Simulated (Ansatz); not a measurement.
**A computed series for hypothetical rock salt BeS: response to strain**

Take BeS in the rock salt structure (space group Fm-3m, No. 225; a = 4.590 Å; a hypothetical phase, not in the database extracts checked) as the base. Axes: x, y, z lie along the cube axes.

Strains are applied to the cell and any free atomic positions relax; under biaxial strain the out-of-plane vector relaxes too.

Level of theory: Ansatz (an electronic-structure program) PBEsol, no SOC.

Notes on the quantities. energy relative to the base: free energy F; pressure: mean of the normal stresses, compression positive.

| case | energy relative to the base | band gap | volume per atom | space group | pressure |
|---|---|---|---|---|---|
| base | 0 meV/atom | 0.95 eV | 12.09 Å³ | Fm-3m (No. 225) | -0.01 GPa |
| biaxial strain −3.51 %, plane normal [001], relaxed out of plane | +23 meV/atom | 0.62 eV | 11.56 Å³ | I4/mmm (No. 139) | 6.43 GPa |
| isotropic strain +1.45 % | +7.8 meV/atom | 0.93 eV | 12.62 Å³ | Fm-3m (No. 225) | -4.53 GPa |
| uniaxial strain ε_xx = −4.65 % | +19 meV/atom | 0.59 eV | 11.53 Å³ | I4/mmm (No. 139) | 6.48 GPa |
| tensor shear ε_xy = −0.97 % | ___ | ___ | 12.09 Å³ | Immm (No. 71) | 0.02 GPa |
| tensor shear ε_yz = −3.56 % | +23 meV/atom | 0.32 eV | 12.07 Å³ | Immm (No. 71) | 0.33 GPa |
| tensor shear ε_xz = +0.21 % | +0.1 meV/atom | 0.92 eV | 12.09 Å³ | Immm (No. 71) | 0.00 GPa |

What belongs in the blanks?


- tensor shear ε_xy = −0.97 %, energy relative to the base: +1.7 meV/atom
- tensor shear ε_xy = −0.97 %, band gap: 0.82 eV

Stability against distortions was not tested.
